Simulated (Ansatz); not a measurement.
We consider SiTe₂ (model structure, started from the CdCl2 type, R-3m, No. 166, 3 atoms in the cell), described by LDA (Ansatz, a program for electronic structure, plane waves, PAW).

Settings: plane-wave cutoff 520 eV, 16×16×16 k mesh, Fermi–Dirac smearing 0.05 eV, scalar-relativistic PAW data made under PBE.

Cell (relaxed at this level):

```
SiTe2
1.0
    1.90181     1.09801     6.01490
   -1.90181     1.09801     6.01490
    0.00000    -2.19602     6.01490
Si Te
1 2
Cartesian
  0.00000   0.00000   0.00000
  0.00000   0.00000   4.43113
  0.00000   0.00000  13.61356
```

Estimate the bulk modulus B0 that the calculation returns.


- bulk modulus B0 = 43.3 GPa

The run finds no gap.

Note: the bulk modulus is −V dP/dV from two relaxed cells at ±2 % in volume; the relaxation could raise the start's symmetry but not lower it, so the cell can be a saddle point.

Spin–orbit coupling is not included; it can open a gap where bands touch, and shift volumes and moduli.

The computed numbers hold no vibrational or temperature effects.

Computing time: very roughly 8 core-minutes.

A model structure was made by putting elements into a prototype or built by hand; it is no filed structure, need not be a known phase, and can be a saddle point held by its symmetry.
